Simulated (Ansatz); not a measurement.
The parent structure is PtSb₂ (space group Pa-3, No. 205).

```xyz
12
Lattice="6.5533 0.0000 0.0000 0.0000 6.5533 0.0000 0.0000 0.0000 6.5533" Properties=species:S:1:pos:R:3 pbc="T T T"
Sb     2.4568     0.8198     5.7335
Sb     4.0965     5.7335     0.8198
Sb     0.8198     5.7335     2.4568
Sb     5.7335     0.8198     4.0965
Sb     5.7335     2.4568     0.8198
Sb     0.8198     4.0965     5.7335
Sb     4.0965     4.0965     4.0965
Sb     2.4568     2.4568     2.4568
Pt     0.0000     3.2766     3.2766
Pt     3.2766     3.2766     0.0000
Pt     3.2766     0.0000     3.2766
Pt     0.0000     0.0000     0.0000
```

Levels (all Ansatz, an electronic-structure program, PAW): PBE (420 eV, without spin-orbit coupling); PBEsol (420 eV, scalar-relativistic without spin-orbit coupling).

Levels that relaxed their own cell: PBE and PBEsol.

```json
[
 {"level": "PBE", "band gap": "zero", "lattice parameter a": "6.553 Å"},
 {"level": "PBEsol", "band gap": "zero", "lattice parameter a": "6.463 Å"}
]
```

Measured: band gap 0.11 eV (0 K or low temperature; as listed in Y. Saeed et al., Journal of Applied Physics (2013)); lattice parameter a 6.44 Å (temperature not stated; as listed in Y. Saeed et al., Journal of Applied Physics (2013)).

Computed minus measured — band gap: PBE -0.11 eV, PBEsol -0.11 eV; lattice parameter a: PBE +1.8 %, PBEsol +0.4 % (closest: PBEsol). Measured values not marked as corrected hold thermal and zero-point effects that the static-lattice runs lack. A measured gap can be an optical one, lowered by exciton binding. Levels without spin-orbit coupling miss its effect on the gap.

Spin-orbit coupling, missing from the scalar runs, can matter with Pt and Sb. No phonon test of stability was made. The final runs are not spin-polarised. The zero or small gap of PtSb2 can change with the level of theory.
